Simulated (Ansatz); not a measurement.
The reference is WSi2 (space group I4/mmm, No. 139).

```
CELL_PARAMETERS angstrom
     -1.60615     1.60615     3.90288
      1.60615    -1.60615     3.90288
      1.60615     1.60615    -3.90288
ATOMIC_POSITIONS crystal
  W  0.00000 0.00000 0.00000
  Si 0.33486 0.33486 0.00000
  Si 0.66514 0.66514 0.00000
```

Calculations: r2SCAN/PAW in Ansatz (an electronic-structure program), no SOC, earlier PAW set.

One change was made to it. Results:

The volume per atom falls by 1.31 Å³ (13.42 Å³ → 12.11 Å³); the c/a ratio grows by 0.022 to 2.452.

Question: What was done to the base?
(A) pressure 30 GPa
(B) pressure 9 GPa
(C) pressure 60 GPa
(D) pressure 4.2 GPa
(E) pressure 1.8 GPa

Answer: A, pressure 30 GPa. For comparison, the volume per atom in the other runs: pressure 9 GPa gives 12.95 Å³; pressure 4.2 GPa gives 13.19 Å³; pressure 1.8 GPa gives 13.32 Å³; pressure 60 GPa gives 11.25 Å³.

Load acts through the strain it causes; cell and atoms are relaxed under it. No phonon test of stability was made. Competing high-pressure phases were not computed. The final runs are not spin-polarised.
